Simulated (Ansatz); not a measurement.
Bond-angle distributions (per cent of the angles at each element, bins of 10°) of a relaxed model of amorphous Bi$_{44}$ at 9.90 g/cm³. The numbers are results of PBE, scalar-relativistic without spin-orbit coupling (plane waves to 420 eV, PAW; Ansatz, a quantum-chemistry and plane-wave program), not measurements.

The cell was made by melting and quenching with the CHGNet potential and then relaxed with DFT. The hot cell started wider than the set density and was brought back towards it in steps. It is the lowest in DFT energy of 3 quenches. It is a model cell: composition and starting density were chosen by hand, and all elements were melted together. No dispersion term was used. Its density started from a set value of 9.64 and ended at 9.90 g/cm³. The quench (nominally 30 K/ps over its main leg) was far faster than any real one, so the model tends to hold more defects than a real film. A cell of this size samples the disorder only roughly. Volume and shape were free in the relaxation. Stress components on the final sampling reach 0.7 GPa. On a 2×2×2 Γ-centred mesh force components of up to 0.43 eV/Å stay, since the relaxation ran on one k-point at (1/4, 1/4, 1/4).

Neighbours within Bi-Bi 3.66 Å count as bonded.

```
angle (°)  at Bi
---------  -----
50-60          8
60-70          8
70-80         10
80-90         15
90-100        14
100-110       12
110-120        6
120-130        5
130-140        7
140-150        6
150-160        4
160-170        3
170-180        1
```

They go with these counts of neighbours within the cut-offs, cation contacts included: Bi mean 6.2, most often 7.
